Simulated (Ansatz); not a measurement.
Electronic density of states of amorphous Si$_{24}$O$_{48}$Ru, density 2.33 g/cm³, on a 2×2×2 Γ-centred mesh with a Gaussian width of 0.1 eV; energies count from the Fermi level, whose place inside the gap is arbitrary. Cell and mesh are small, so fine structure isn't converged. Method: PBE, scalar-relativistic without spin-orbit coupling (plane waves to 420 eV, PAW; Ansatz, a first-principles code). Sampling: a 2×2×2 Γ-centred mesh; Fermi-Dirac width 0.01 eV; collinear spin, started from moments on atoms; no Hubbard U, moments started parallel, and no other order was tried (at the end a net moment of 2.0 μB). In the spin-polarised cell the level spacing at the Fermi energy can part levels of unlike spin. At PBE the levels at both edges of the gap are localised (band-tail or defect states), and the nearest spread-out levels lie 5.3 eV apart at the zone centre.

The cell was made by melting and quenching with the CHGNet potential and then relaxed with DFT. O atoms were pushed apart under 1.9 Å during the dynamics, to hinder bonds among them. The hot cell started wider than the set density and was brought back towards it in steps. It is the lowest in DFT energy of 2 quenches. It is a model cell: composition and starting density were chosen by hand, and all elements were melted together. No dispersion term was used. Its density started from a set value of 2.33 and ended at 2.33 g/cm³. Cooling (nominally 320 K/ps over its main leg) ran many orders faster than in experiment, which tends to leave more defects and strain. One small periodic cell is one sample of the glass; other quenches scatter about these values. The volume was held where the preparation left it and the shape relaxed, at a PBE pressure of 0.6 GPa. Stress components on the final sampling reach 0.6 GPa.

(E - EF (eV), states/(eV atom)): (-12.00, 0.00); (-11.90, 0.00); (-11.80, 0.01); (-11.70, 0.06); (-11.60, 0.13); (-11.50, 0.17); (-11.40, 0.14); (-11.30, 0.14); (-11.20, 0.17); (-11.10, 0.17); (-11.00, 0.17); (-10.90, 0.17); (-10.80, 0.17); (-10.70, 0.17); (-10.60, 0.16); (-10.50, 0.17); (-10.40, 0.22); (-10.30, 0.27); (-10.20, 0.22); (-10.10, 0.23); (-10.00, 0.27); (-9.90, 0.19); (-9.80, 0.14); (-9.70, 0.18); (-9.60, 0.16); (-9.50, 0.12); (-9.40, 0.15); (-9.30, 0.18); (-9.20, 0.20); (-9.10, 0.17); (-9.00, 0.12); (-8.90, 0.12); (-8.80, 0.22); (-8.70, 0.29); (-8.60, 0.23); (-8.50, 0.24); (-8.40, 0.24); (-8.30, 0.27); (-8.20, 0.43); (-8.10, 0.57); (-8.00, 0.60); (-7.90, 0.58); (-7.80, 0.66); (-7.70, 0.69); (-7.60, 0.65); (-7.50, 0.58); (-7.40, 0.45); (-7.30, 0.28); (-7.20, 0.22); (-7.10, 0.15); (-7.00, 0.06); (-6.90, 0.13); (-6.80, 0.12); (-6.70, 0.19); (-6.60, 0.37); (-6.50, 0.45); (-6.40, 0.45); (-6.30, 0.31); (-6.20, 0.29); (-6.10, 0.30); (-6.00, 0.30); (-5.90, 0.38); (-5.80, 0.37); (-5.70, 0.44); (-5.60, 0.56); (-5.50, 0.56); (-5.40, 0.53); (-5.30, 0.66); (-5.20, 0.80); (-5.10, 0.86); (-5.00, 0.81); (-4.90, 0.82); (-4.80, 0.83); (-4.70, 0.82); (-4.60, 0.82); (-4.50, 0.78); (-4.40, 0.76); (-4.30, 0.81); (-4.20, 0.89); (-4.10, 0.93); (-4.00, 0.95); (-3.90, 0.93); (-3.80, 0.97); (-3.70, 1.01); (-3.60, 0.97); (-3.50, 0.88); (-3.40, 0.78); (-3.30, 0.70); (-3.20, 0.72); (-3.10, 0.75); (-3.00, 0.70); (-2.90, 0.67); (-2.80, 0.47); (-2.70, 0.22); (-2.60, 0.08); (-2.50, 0.07); (-2.40, 0.03); (-2.30, 0.01); (-2.20, 0.05); (-2.10, 0.06); (-2.00, 0.01); (-1.90, 0.00); (-1.80, 0.03); (-1.70, 0.07); (-1.60, 0.04); (-1.50, 0.05); (-1.40, 0.12); (-1.30, 0.09); (-1.20, 0.01); (-1.10, 0.00); (-1.00, 0.01); (-0.90, 0.06); (-0.80, 0.13); (-0.70, 0.09); (-0.60, 0.08); (-0.50, 0.04); (-0.40, 0.00); (-0.30, 0.00); (-0.20, 0.00); (-0.10, 0.00); (0.00, 0.00); (0.10, 0.00); (0.20, 0.00); (0.30, 0.00); (0.40, 0.00); (0.50, 0.04); (0.60, 0.08); (0.70, 0.08); (0.80, 0.05); (0.90, 0.01); (1.00, 0.00); (1.10, 0.00); (1.20, 0.00); (1.30, 0.00); (1.40, 0.01); (1.50, 0.06); (1.60, 0.06); (1.70, 0.04); (1.80, 0.07); (1.90, 0.03); (2.00, 0.00); (2.10, 0.00); (2.20, 0.03); (2.30, 0.07); (2.40, 0.04); (2.50, 0.05); (2.60, 0.06); (2.70, 0.02); (2.80, 0.00); (2.90, 0.01); (3.00, 0.02); (3.10, 0.01); (3.20, 0.01); (3.30, 0.05); (3.40, 0.04); (3.50, 0.04); (3.60, 0.08); (3.70, 0.08); (3.80, 0.09); (3.90, 0.09); (4.00, 0.08); (4.10, 0.08); (4.20, 0.10); (4.30, 0.11); (4.40, 0.13); (4.50, 0.14); (4.60, 0.14); (4.70, 0.14); (4.80, 0.16); (4.90, 0.15); (5.00, 0.18); (5.10, 0.20); (5.20, 0.24); (5.30, 0.24); (5.40, 0.24); (5.50, 0.29); (5.60, 0.38); (5.70, 0.38); (5.80, 0.35); (5.90, 0.39); (6.00, 0.48); (6.10, 0.52); (6.20, 0.48); (6.30, 0.48); (6.40, 0.57); (6.50, 0.60)

The level spacing at the Fermi energy on this mesh is 1.15 eV; the broadening fills part of it in the curve.
